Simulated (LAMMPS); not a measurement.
MD of LiF (rock salt) with 42 % of Li sites K at zero pressure over temperature, 512 atoms; each row names its start.

Model: classical MD, rigid Lennard-Jones ions of Joung and Cheatham, J. Phys. Chem. B 112, 9020 (2008), set for SPC/E water, PPPM sums, 10 Å cutoff with tail terms (LAMMPS).

```csv
"T (K), start",state,volume,enthalpy,"first peak of g(r), F-K",coordination number of F by K,D(F),D(K),D(Li)
"300, crystal",solid that has left the starting structure; no diffusion seen in 21 ps,16.125 ± 0.007 Å³/atom,-4.7506 ± 0.0004 eV/atom,"2.70 Å, height 6.2",2.78 (counted to 3.46 Å),-,-,-
"780, crystal","slow or partial motion within 21 ps, no clear phase",17.86 ± 0.04 Å³/atom,-4.6076 ± 0.0005 eV/atom,"2.71 Å, height 4.2",3.11 (counted to 3.90 Å),-,-,-
"1060, melt",liquid,19.52 ± 0.05 Å³/atom,-4.495 ± 0.002 eV/atom,"2.70 Å, height 3.7",2.99 (counted to 4.02 Å),(1.79 ± 0.03) × 10^-5 cm²/s,(2.0 ± 0.2) × 10^-5 cm²/s,(1.8 ± 0.2) × 10^-5 cm²/s
"1290, melt",liquid,21.0 ± 0.1 Å³/atom,-4.402 ± 0.001 eV/atom,"2.69 Å, height 3.6",2.80 (counted to 4.02 Å),(4.27 ± 0.08) × 10^-5 cm²/s,(4.9 ± 0.4) × 10^-5 cm²/s,(4.2 ± 0.2) × 10^-5 cm²/s
"1570, melt",liquid,23.0 ± 0.1 Å³/atom,-4.291 ± 0.001 eV/atom,"2.63 Å, height 3.3",2.54 (counted to 3.98 Å),(9.8 ± 0.4) × 10^-5 cm²/s,(9.8 ± 0.7) × 10^-5 cm²/s,(9.5 ± 0.4) × 10^-5 cm²/s
```

Caution: the potential ionic pair potential joung2008 is fitted for ions in water and for crystals near room temperature.

Caution (rows 300, crystal; 780, crystal): the random arrangement on this lattice is imposed, and need not be a phase that exists in equilibrium.

Caution (row 300, crystal): nuclei are classical, which matters for such light atoms.

Caution (rows 1060, melt; 1290, melt; 1570, melt): a run this short can hold a crystal over, or a liquid under, the potential's own melting point, which these runs don't give.

States go by the mean squared displacement: a species diffuses where it passes 1.5 Å², still rises and gives D over 1e-6 cm²/s; a crystal has left its structure where atoms lie 0.35 Å off their sites on average or a cubic box changes its shape by 3 %, or the axial ratios of another lie 8 % off the starting cell's, which the potential's own relaxation can also do.

Errors of D are the spread over four groups of atoms in one short run; a floor of about 5 %, a picked value, is safer.

Errors shown are sampling errors alone.
